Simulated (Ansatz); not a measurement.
## GaCuSe₂ in the chalcopyrite structure (space group I-42d, No. 122)

GaCuSe₂ is modelled in the tetragonal space group I-42d (No. 122), the chalcopyrite structure, Pearson symbol tI16. Cell: a = 5.672 Å, b = 5.672 Å, c = 11.263 Å, α = 90.00°, β = 90.00°, γ = 90.00°. Cu on 4a is coordinated by 4 Se at 2.430 Å (tetrahedral). Ga on 4b has 4 Se at 2.471 Å (tetrahedral). Se on 8d sees 2 Cu at 2.430 Å and 2 Ga at 2.471 Å (tetrahedral). (Neighbours: up to the widest gap in distance over summed covalent radii, below 1.35, at either atom; cation-cation and far metal-metal contacts left out.)
(The calculation used a cell of 8 atoms; values per cell refer to that cell.)

Computed with DFT with PBE, PAW potentials and a 420 eV plane-wave cutoff in Ansatz (an electronic-structure program), no spin-orbit coupling, earlier PAW set. Γ-centred 8×8×8 mesh, Fermi–Dirac width 0.05 eV.

```yaml
volume_per_atom: 22.65 Å³
density: 5.34 g/cm³
band_gap: zero
total_energy: -5337.075 eV/atom (σ→0; compares only within this code and set-up)
```

No phonon test of stability was made. The final runs are not spin-polarised. The zero or small gap of GaCuSe2 can change with the level of theory.
